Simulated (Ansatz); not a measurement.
Consider Si in the diamond structure (space group Fd-3m, No. 227; a = 5.402 Å). Axes: x, y, z lie along the cube axes.

Structures relaxed with Kohn–Sham DFT with the LDA functional, run in Ansatz (an electronic-structure program) with PAW and 420 eV plane waves, no SOC.

Base:

Simulated powder pattern, Cu Kα1, λ = 1.54056 Å (kinematic, ideal powder, no thermal factors, no anomalous dispersion; the 8 strongest lines at most, above 2 %, up to 2θ = 90°):

| 2θ (°) | I/Imax (%) | hkl |
|---|---|---|
| 28.60 | 100 | (111) |
| 47.57 | 67 | (220) |
| 56.45 | 40 | (311) |
| 69.55 | 11 | (400) |
| 76.86 | 16 | (331) |
| 88.62 | 23 | (422) |

It is then changed as follows: uniaxial strain ε_zz = +1.00 %, all other strain components held at zero, atoms relaxed at fixed cell.

After the change:

Simulated powder pattern, Cu Kα1, λ = 1.54056 Å (kinematic, ideal powder, no thermal factors, no anomalous dispersion; the 8 strongest lines at most, above 2 %, up to 2θ = 90°):

```csv
2θ (°),I/Imax (%),hkl
28.50,100,(111)
47.32,45,(202)
47.57,22,(220)
55.95,14,(113)
56.39,26,(311)
76.43,11,(313)
87.89,7.8,(224)
88.44,15,(422)
```

The indices refer to the base's conventional cell; one index is shown for lines that coincide. The space group is now I4_1/amd (No. 141).

No phonon test of stability was made.
